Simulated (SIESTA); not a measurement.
SIESTA run on As (R-3m, 2 atoms in the cell): relaxation of the atoms.

Level of theory: GGA PBE, numerical atomic orbitals DZP, PseudoDojo PBE standard norm-conserving potentials (rewritten from UPF to PSML) (SIESTA 5.4.2).

The change in words: one atom moved by 0.15 angstrom; MD.TypeOfRun: default → FIRE; MD.Steps: default → 40; MD.MaxForceTol: default → 0.05 eV/Ang. Reference geometry:
```xyz
2
Lattice="3.6988 -1.8894 0.0000 3.6988 1.8894 0.0000 2.7336 0.0000 3.1270" Properties=species:S:1:pos:R:3 pbc="T T T"
As     2.2998     0.0000     0.7098
As     7.8314     0.0000     2.4172
```

Reference input (self-consistent single point, DFT, GGA PBE, numerical atomic orbitals DZP, PseudoDojo PBE standard norm-conserving potentials (rewritten from UPF to PSML)): XC.functional = GGA; XC.authors = PBE; potentials = PseudoDojo PBE standard; PAO.BasisSize = DZP; PAO.EnergyShift = 0.01 Ry; MeshCutoff = 300 Ry; kgrid.MonkhorstPack = 7 7 7; OccupationFunction = FD; ElectronicTemperature = 1160.45 K; MaxSCFIterations = 150; SCF.Mixer.Method = Pulay; SCF.Mixer.Weight = 0.25. This run's input differs from it in these lines:

```diff
@@ -17,3 +17,3 @@
 %block AtomicCoordinatesAndAtomicSpecies
-     2.299772412    0.000000000    0.709824233  1
+     2.443097876   -0.000000000    0.754061605  1
      7.831383588    0.000000000    2.417154767  1
@@ -40,2 +40,5 @@
 Diag.ParallelOverK           true
+MD.TypeOfRun                 FIRE
+MD.Steps                     40
+MD.MaxForceTol               0.05 eV/Ang
 WriteForces                  true
```

Log, with long lists cut:

```
        iscf     Eharris(eV)        E_KS(eV)     FreeEng(eV)     dDmax    Ef(eV) dHmax(eV)
   scf:    1    -5771.927860    -5769.828305    -5769.840911  0.578238 -2.987910  1.840944
   scf:    2    -5769.905650    -5769.868775    -5769.881215  0.020010 -3.062326  1.257356
   scf:    3    -5769.908746    -5769.893589    -5769.905506  0.037769 -3.205894  0.116292
   scf:    4    -5769.895288    -5769.894632    -5769.906551  0.006939 -3.217370  0.009725
   scf:    5    -5769.894577    -5769.894609    -5769.906545  0.000673 -3.211766  0.014612
   scf:    6    -5769.894636    -5769.894625    -5769.906557  0.000502 -3.212507  0.000107
   scf:    7    -5769.894626    -5769.894625    -5769.906557  0.000010 -3.212484  0.000037
SCF Convergence by DM+H criterion
max |DM_out - DM_in|         :     0.0000099235
max |H_out - H_in|      (eV) :     0.0000371046
SCF cycle converged after 7 iterations

Using DM_out to compute the final energy and forces

siesta: E_KS(eV) =            -5769.8946

siesta: E_KS - E_eggbox =     -5769.8946

siesta: Atomic forces (eV/Ang):
     1   -0.261476    0.000000   -0.080704
     2    0.259013    0.000000    0.079942
   Tot   -0.002463    0.000000   -0.000762
   Max    0.261476
   Res    0.157248    sqrt( Sum f_i^2 / 3N )
   Max    0.261476    constrained

Stress tensor Voigt[x,y,z,yz,xz,xy] (kbar):        8.19      -38.10      -33.69        0.00       14.29        0.00
(Free)E + p*V (eV/cell)    -5769.3282
Target enthalpy (eV/cell)    -5769.9066
FIRE: No of elements:      6

                        Begin FIRE opt. move =      3
   [... lines left out ...]
outcell: Cell volume (Ang**3)        :     43.7055
        iscf     Eharris(eV)        E_KS(eV)     FreeEng(eV)     dDmax    Ef(eV) dHmax(eV)
siesta: FreeEng =     -5769.912150
   [... lines left out ...]
siesta:    -0.002970    0.000000    0.008152
siesta:    -0.000000   -0.029383   -0.000000
siesta:     0.008152   -0.000000   -0.026866

siesta: Cell volume =         43.705463 Ang**3

siesta: Pressure (static):
siesta:                Solid            Molecule  Units
siesta:           0.00021499          0.00023329  Ry/Bohr**3
siesta:           0.01973973          0.02142015  eV/Ang**3
siesta:          31.62653447         34.31886343  kBar
```

The run converged. 

Summary of the result:
* **Free energy E − TS**: -5769.9122 eV
* **Fermi level (on the code's own zero)**: -3.13 eV
* **Pressure**: 3.16 GPa
* **Largest force (vector length)**: 0.040 eV/Å
* **Relaxation steps**: 4

The starting cell has typed, rounded lattice constants, without a prior relaxation at this level. Its lattice was rescaled by up to half a per cent. For this run, on top of that: one atom moved by 0.15 angstrom. Values carry the incompleteness of an atom-centred basis.

Cost on one core of a shared machine: roughly 50 s.
